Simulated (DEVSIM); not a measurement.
System: abrupt Si p-n junction, at 300 K.

```
layer (left to right)  material  thickness (μm)  Nd (cm⁻³)  Na (cm⁻³)  τn (s)  τp (s)
---------------------  --------  --------------  ---------  ---------  ------  ------
1                            Si            7.70          -     3.7e16  3.5e-6  3.5e-6
2                            Si            6.00     8.1e16          -  3.5e-6  3.5e-6
```

Left contact: ohmic. Right contact: ohmic. Voltage is applied to the left contact. Recombination: SRH at mid-gap, radiative, Auger. Mobility is μmin + (μ − μmin)/(1 + (N/Nref)^α).

This is a model device: material constants are rounded textbook-type values typed into the input, and sizes, dopings and lifetimes were drawn at random. Values at 300 K.

| parameter | Si |
|---|---|
| gap (eV) | 1.124 |
| affinity (eV) | 4.05 |
| permittivity | 11.7 |
| Nc (cm⁻³) | 2.86e19 |
| Nv (cm⁻³) | 3.1e19 |
| μn (cm²/Vs) | 1417 |
| μp (cm²/Vs) | 470 |
| μn,min | 52 |
| μp,min | 45 |
| Nref,n | 9.7e16 |
| Nref,p | 2.2e17 |
| αn | 0.68 |
| αp | 0.72 |
| B (cm³/s) | 4.7e-15 |
| Cn (cm⁶/s) | 2.8e-31 |
| Cp (cm⁶/s) | 9.9e-32 |

Simulated with DEVSIM: 1D drift-diffusion, Boltzmann statistics, complete ionisation; no tunnelling, impact ionisation, image-force lowering or self-heating.

Base results: potential step across the device at zero bias (V) 0.798; largest field in the device at zero bias (V/cm) 77000; dark forward voltage at 1 A/cm² (V) 0.638; dark forward voltage at 100 A/cm² (V) 0.770.

Q: What follows from this one change: doping Na of layer 1 3.7e+16 → 3.7e+15 cm^-3?

A: potential step across the device at zero bias 0.798 → 0.739 V; largest field in the device at zero bias 77000 → 29000 V/cm; dark forward voltage at 1 A/cm² 0.638 → 0.575 V; dark forward voltage at 100 A/cm² 0.770 → 0.726 V.

Q: What follows from this one change: doping Nd of layer 2 8.1e+16 → 2.4e+17 cm^-3?

A: potential step across the device at zero bias 0.798 → 0.826 V; largest field in the device at zero bias 77000 → 88000 V/cm; dark forward voltage at 1 A/cm² little changed (0.641 V); dark forward voltage at 100 A/cm² little changed (0.770 V).

Q: What follows from this one change: thickness of layer 1 7.7 → 4.6 μm?

A: potential step across the device at zero bias little changed (0.798 V); largest field in the device at zero bias little changed (77000 V/cm); dark forward voltage at 1 A/cm² 0.638 → 0.626 V; dark forward voltage at 100 A/cm² 0.770 → 0.755 V.
